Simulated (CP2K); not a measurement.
Band structure of CdSe (F-43m, 2 atoms in the cell).

```yaml
crystal:
  lattice:
    - [4.30207, 0.00000, 0.00000]
    - [2.15104, 3.72570, 0.00000]
    - [2.15104, 1.24190, 3.51263]
  atoms:
    - { symbol: Cd, position: [0.00000, 0.00000, 0.00000] }
    - { symbol: Se, position: [0.75000, 0.75000, 0.75000] }
```

Method: PBE, GPW, TZVP-MOLOPT-SR-GTH basis, GTH-PBE potentials (GTH_POTENTIALS) run with CP2K.

Settings: CUTOFF = 500 Ry; REL_CUTOFF = 50 Ry; KPOINTS/SCHEME = MONKHORST-PACK 6 6 6; GAMMA_CENTERED = T; XC_FUNCTIONAL = PBE; Cd/BASIS_SET = TZVP-MOLOPT-SR-GTH; Cd/POTENTIAL = GTH-PBE-q12; Se/BASIS_SET = TZVP-MOLOPT-SR-GTH; Se/POTENTIAL = GTH-PBE-q6; METHOD = GPW; EPS_DEFAULT = 1e-11; EXTRAPOLATION = USE_GUESS; NGRIDS = 5; SCF_GUESS = ATOMIC.

The starting cell comes from a database of computed structures (which also holds hypothetical and non-ambient phases and stackings), without a prior relaxation at this level. Its lattice was rescaled by a random factor within 2.5 % of one. Values carry the incompleteness of an atom-centred basis.

### Question
Predict the gap along the standard path and the places of the band edges.

### Answer
The gap along the path is 0.59 eV, direct at Γ to within 0.01 eV.

Levels in eV from the top of the valence band on the SCF mesh, bands 6 to 10:
```csv
point,6,7,8,9,10
Γ,-7.61,0.00,0.00,0.00,0.59
X,-7.25,-4.09,-1.86,-1.86,3.18
W,-7.13,-4.00,-2.24,-2.22,5.04
K,-7.17,-4.03,-2.54,-1.53,3.75
L,-7.32,-4.40,-0.76,-0.76,2.39
U,-7.17,-4.03,-2.54,-1.53,3.75
```

Higher empty bands are left out: an atom-centred basis made for the valence describes them poorly.
